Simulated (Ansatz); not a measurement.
## What uniaxial strain ε_zz = +4.54 % does to EuO

Take EuO in the rock salt structure (space group Fm-3m, No. 225; a = 4.9652 Å; ferromagnetic; relaxed with 0.1 eV smearing) as the base. Axes: x, y, z lie along the cube axes.

Perturbation: uniaxial strain ε_zz = +4.54 %, all other strain components held at zero, atoms relaxed at fixed cell.

The values are results of Kohn–Sham DFT with the PBEsol functional, run in Ansatz (a first-principles code) with PAW and 420 eV plane waves, spin-orbit coupling left out, not measurements. k-mesh 20×20×20 (Γ-centred); smearing 0.1 eV (Fermi–Dirac).

```json
[
 {"quantity": "volume per atom", "base": "15.30 Å³", "changed": "16.00 Å³", "shift": "+0.695 Å³"},
 {"quantity": "energy relative to the base (free energy F)", "base": "0 meV/atom", "changed": "+20 meV/atom", "shift": "+20 meV/atom"},
 {"quantity": "pressure (mean of the normal stresses, compression positive)", "base": "0.0 GPa", "changed": "-4.0 GPa", "shift": "-4.0 GPa"},
 {"quantity": "band gap", "base": "zero", "changed": "zero", "shift": "–"},
 {"quantity": "magnetic state", "base": "ferromagnetic", "changed": "ferromagnetic", "shift": "–"},
 {"quantity": "largest site moment", "base": "6.50 μB", "changed": "6.52 μB", "shift": "+0.02 μB"},
 {"quantity": "stress (xx, yy, zz, yz, xz, xy; compression positive)", "base": "–", "changed": "(-1.9, -1.9, -8.2, 0.0, 0.0, 0.0) GPa", "shift": "–"}
]
```

Cost of the whole job for the changed cell (relaxation, final SCF and bands): roughly 120 core-seconds.

Other magnetic orders, which the real material may have, were not ruled out. The state of the 4f shell was not checked for lower solutions. Whether these cells are dynamically stable was not tested. No Hubbard U is applied, and correlation can decide whether such a compound is a metal.
